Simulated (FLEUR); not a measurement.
A self-consistent single point of NaH2Pd3 (Cmmm, 6 atoms in the cell) with FLEUR.

Level of theory: LDA (Perdew-Zunger), all-electron FLAPW (FLEUR), scalar-relativistic valence.

```xyz
6
Lattice="2.8266 -4.3103 0.0000 2.8266 4.3103 0.0000 0.0000 0.0000 2.8136" Properties=species:S:1:pos:R:3 pbc="T T T"
Na     2.8266     0.0000     0.0000
H      2.8266     2.4514     0.0000
H      2.8266    -2.4514     0.0000
Pd     0.0000     0.0000     0.0000
Pd     1.4133    -2.1552     1.4068
Pd     1.4133     2.1552     1.4068
```

Reference input (self-consistent single point, DFT, PBEsol, all-electron FLAPW (FLEUR), scalar-relativistic valence): Kmax = 4.7 1/bohr; GmaxXC = 18.8 1/bohr; xcFunctional = PBEs; jspins = 1; l_soc = F; mode = hist; fermiSmearingEnergy = 0.00367493 Htr; mesh (inpgen div1-3) = 5 5 8; inpgen gamma flag = true; Gmax = 18.8 1/bohr; numbands = 0; maxIterBroyd = 15. This run's input differs from it in these lines:

```diff
@@ -18,3 +18,3 @@
 &comp jspins=1 /
-&exco xctyp='PBEs' /
+&exco xctyp='pz' /
 &kpt div1=5 div2=5 div3=8 gamma=t /
@@ -31,3 +31,3 @@
       <coreElectrons ctail="T" frcor="F" kcrel="0" coretail_lmax="0"/>
-      <xcFunctional name="PBEs" relativisticCorrections="F"/>
+      <xcFunctional name="pz" relativisticCorrections="F"/>
       <magnetism jspins="1"/>
```

The program printed (abridged):

```
 Iteration:     1   Distance:      10.83905798 me/bohr^3
 Iteration:     2   Distance:       9.11714536 me/bohr^3
 Iteration:     3   Distance:       3.34245400 me/bohr^3
 Iteration:     4   Distance:       1.42016664 me/bohr^3
 Iteration:     5   Distance:       1.15283085 me/bohr^3
   [... 10 lines left out ...]
 Iteration:    16   Distance:       0.00010022 me/bohr^3
 Iteration:    17   Distance:       0.00008931 me/bohr^3
 Iteration:    18   Distance:       0.00002371 me/bohr^3
 Iteration:    19   Distance:       0.00000674 me/bohr^3
 Reset of history
 Run finished successfully
 Stop message:
   Structural relaxation: new displacements generated

[file out, last iteration]
             iter=     20
[...]
          total density-effective poten   -2.5070024952E+04
          total charge density-energy d   -4.3263179311E+02
 Updated energy parameters for spin:           1
[...]
 fermi energy and band-weighting factors:

[...]
FERMIE:
          first approx. to ef    (T=0)  :   0.325006 htr   (energy of the highest occ. eigenvalue)
          number of occ. states  (T=0)  :       1325
          first approx. to seigv (T=0)  : -25.888224 htr
          sum of weights of occ. states :  29.505000
          sum of semicore charge        :   0.000000 e
FERHIS:  Fermi-Energy by histogram:
          bandgap                     :   0.000006 htr
   [... lines left out ...]
          charge neutrality (T=0)     :   0.010000    (zero if the highest occ. eigenvalue is "entirely" occupied)
     EF_NEWTON:  Adjust Fermi-Energy by Newton-Method.
 Direct bandgap for spin            1 :    5.8393430812829772E-003  Htr
 ---->    free energy=                    -15289.9151123316 htr
   [... lines left out ...]
 TOTAL FORCE FOR ATOM TYPE=  2  X=  0.000   Y= -3.513   Z=  0.000
                       FX_TOT= 0.000000 FY_TOT= 0.000712 FZ_TOT= 0.000000
 TOTAL FORCE FOR ATOM TYPE=  3  X=  0.000   Y=  0.000   Z=  0.000
                       FX_TOT= 0.000000 FY_TOT= 0.000000 FZ_TOT= 0.000000
 TOTAL FORCE FOR ATOM TYPE=  4  X=  2.671   Y= -4.073   Z=  2.658
                       FX_TOT= 0.000000 FY_TOT= 0.000000 FZ_TOT= 0.000000
```

The run converged in 19 iterations. FLEUR gives forces in its relaxation mode, with a further iteration, so its stop message speaks of a relaxation. Against the reference run the largest force goes from 0.015 to 0.037 eV/Å.

The starting cell comes from a database of computed structures (which also holds hypothetical and non-ambient phases and stackings), without a prior relaxation at this level. Spin polarisation is off. Values depend on the basis (sphere radii, cutoffs, local orbitals), which need not be converged. The log's line on a gap gives a spacing of levels on this mesh, which the program prints for metals too.

Cost on one core of a shared machine: roughly 4 min.
